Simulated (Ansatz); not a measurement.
The reference is HgS in the rock salt structure (space group Fm-3m, No. 225; a = 5.4515 Å; a model cell, its experimental status unchecked).

Method: PBEsol/PAW in Ansatz (an electronic-structure program), no SOC.

Base values:

The volume per atom is 20.25 Å³.

The change: every Hg is replaced by Au, then cell and atoms are relaxed.

Tabulated Pauling electronegativity and covalent radius: Hg 2.00, 1.32 Å; Au 2.54, 1.36 Å.

Estimate the effect on the volume per atom.

The volume per atom decreases by 2.92 Å³ (20.25 Å³ → 17.33 Å³).

No phonon test of stability was made. As relaxed here, AuS is a hypothetical phase, not in the database extracts checked. All final runs are without spin polarisation. An odd electron count without spin: AuS. This is not the structure that HgS has at room temperature and ambient pressure.
